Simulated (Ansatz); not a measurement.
System: interstitial H in ordered Si6Ge2 alloy (charge state +1). Level of theory: PBE, PAW (plane waves to 420 eV; Ansatz, a first-principles code).

Settings: 72 host sites, the relaxed PBE lattice, a 2×2×2 k-point mesh shifted by half a step, smearing 0.05 eV, spin-restricted, no image-charge correction. Energies are static. The host is a small ordered model of a random alloy. The charge state is imposed; whether it is stable for some Fermi level was not computed. Sites that were not tried may lie lower.

The step: a concerted move, in which H travels most; the atom moves 1.90 Å along (0.49, 0.00, 0.00) of the unit cell; the moving atom starts with neighbours Ge at 1.69; Si at 1.57 Å and ends with Ge at 1.69; Si at 1.57 Å.

Question: Estimate the migration barrier of this step that PBE, PAW returns for this input.

Answer: 0.37 eV, the same both ways. At the saddle the moving atom has neighbours 2 Ge at 2.07; Si at 1.57 Å. The saddle point's order was not checked, and it lies on a symmetry element of the cell, where a band can be held.
